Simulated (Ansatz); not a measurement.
The parent structure is Ni in the diamond structure (space group Fd-3m, No. 227; a = 5.007 Å; ferromagnetic; a hypothetical phase, not in the database extracts checked).

Method: Ansatz (a quantum-chemistry and plane-wave program), PBEsol, PAW, cutoff 420 eV, without spin-orbit coupling.

For the base:

The volume per atom is 15.69 Å³. The largest site moment is 0.83 μB.

Now apply this change: hydrostatic tension (pressure −1 GPa).

Question: What happens to the volume per atom?

Answer: The volume per atom grows by 0.15 Å³ (15.69 Å³ → 15.84 Å³).

Question: How does this affect the largest site moment?

Answer: The largest site moment stays 0.83 μB.

The magnetic state is the one reached from the starting moments; the real material's order can differ, and small cells can't hold many antiferromagnetic ones. Load acts through the strain it causes; cell and atoms are relaxed under it. Whether these cells are dynamically stable was not tested.
